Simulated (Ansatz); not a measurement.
## MoS₂ (P6₃/mmc, No. 194, 6 atoms in the cell; start mp-1018809)

Calculation: PBE0 (Ansatz, a first-principles code, PAW).

Numerical settings: plane-wave cutoff 460 eV, 9×9×2 k mesh (along the axes of the cell as run), Fermi–Dirac smearing 0.01 eV, no spin polarisation, scalar-relativistic PAW data made under PBE.

Cell (relaxed with PBEsol):

MoS2 has the hexagonal space group P6₃/mmc (No. 194), Pearson symbol hP6. Cell: a = 3.1426 Å, b = 3.1426 Å, c = 13.0359 Å, α = 90.00°, β = 90.00°, γ = 120.00°. Mo on 2b has 6 S at 2.392 Å (trigonal prismatic). S on 4f sees 3 Mo at 2.392 Å (trigonal pyramidal). (Neighbours: up to the widest gap in distance over summed covalent radii, below 1.35, at either atom; cation-cation and far metal-metal contacts left out.)

* **band gap**: 2.49 eV
* **smallest direct gap on the k points sampled**: 2.92 eV
* **Γ–Γ gap**: 3.83 eV

Note: cell and atoms aren't relaxed at this level (largest force component 0.21 eV/Å); the cell has widely spaced layers and the level no dispersion term, so their spacing and the moduli can rest on weak binding.

Spin–orbit coupling is not included.

Static lattice: no zero-point or thermal effects.

The result took roughly 4 core-minutes.

A start named mp-… is a Materials Project structure, which need not be a measured phase.
